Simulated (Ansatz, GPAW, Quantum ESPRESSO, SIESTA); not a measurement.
## ZnRh3 (I4/mmm, 4 atoms in the cell) computed with different codes at matched settings

Self-consistent single point, at a second geometry (lattice scaled by 0.98). First geometry:

```yaml
crystal:
  lattice:
    - [-1.85828, 1.85828, 3.70863]
    - [1.85828, -1.85828, 3.70863]
    - [1.85828, 1.85828, -3.70863]
  atoms:
    - { symbol: Zn, position: [0.00000, 0.00000, 0.00000] }
    - { symbol: Rh, position: [0.75000, 0.25000, 0.50000] }
    - { symbol: Rh, position: [0.25000, 0.75000, 0.50000] }
    - { symbol: Rh, position: [0.50000, 0.50000, 0.00000] }
```

Shared settings, as Ansatz (a quantum-chemistry and plane-wave program) writes them: kpoints.mp_grid.grid = 11 11 11; scf.occupations.method = gaussian; scf.occupations.width = 0.0037 Ry. Potentials and cutoffs stand in the table.

| code | model | ΔF from the first geometry (meV/atom) | pressure (GPa) | cutoff |
|---|---|---|---|---|
| SIESTA | LDA PW92, numerical atomic orbitals DZP, PseudoDojo LDA standard norm-conserving potentials (rewritten from UPF to PSML) | 84.7 | 29.58 | grid 350 Ry |
| Quantum ESPRESSO | LDA (PZ), GBRV 1.5 ultrasoft (LDA) pseudopotentials | 76.8 | 27.04 | 50 Ry |
| Ansatz | LDA (PW92), PAW files made with PBE | 71.8 | 26.05 | default |
| GPAW | LDA (Perdew-Wang 92), GPAW PAW datasets LDA (gpaw-data 1.0.1) | 77.3 | 27.35 | 800 eV |

On Ansatz's run: spin polarisation is off.

The spread over the programs that give each value: ΔF from the first geometry within 12.9 meV/atom; pressure within 3.53 GPa.

SIESTA uses small atom-centred bases, whose incompleteness enters pressures, forces and empty levels differently from a plane-wave cutoff. Ansatz's pressure is given at a fixed set of plane waves, as the other plane-wave codes print theirs; with its correction for the finite basis it is 26.16 GPa. The same LDA comes in different parametrisations, which differ slightly. In the pressure, SIESTA (by 2.55) lies more than 1 GPa from the median of the plane-wave programs.

The starting cell comes from a database of computed structures (which also holds hypothetical and non-ambient phases and stackings), without a prior relaxation at this level. Its lattice was rescaled by a random factor within 2.5 % of one. For this run, on top of that: lattice scaled by 0.98.

Left out of this page: Elk and FLEUR (not drawn, or without a comparable value).

Keys are those of Ansatz 0.2.
